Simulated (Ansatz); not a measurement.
Functionals compared on the (100) surface of MnP-type NiSi in its 1x1 cell (cut with top plane Si, bottom plane Si), outermost plane spacing 0.73 Å in the ideal cut (one of several cuts of this face), with 2 Si a cell over the bulk's ratio, in Ansatz (plane waves, PAW). The structure was relaxed with PBE; the other rows are single points on it. Cutoff 420 eV (500 eV for r2SCAN).

Model: 18-atom slab, Ni8Si10, 11.1 Å thick at the start, 11x7x1 mesh, Fermi-Dirac 0.1 eV, dipole correction, all atoms relaxed; symmetry of the start imposed; no spin (magnetic order not tried), no spin-orbit, no U. These notes are the PBE run's.

```csv
functional,work function of the top face (eV),rough cost of the single point
PBE,4.88,–
LDA,5.04,roughly 2.7 core-minutes
PBEsol,4.92,around 3 core-minutes (rough)
RPBE,4.82,roughly 3.0 core-minutes
r2SCAN,5.00,about 6 core-minutes (a rough figure)
```

Ansatz is an electronic-structure program.
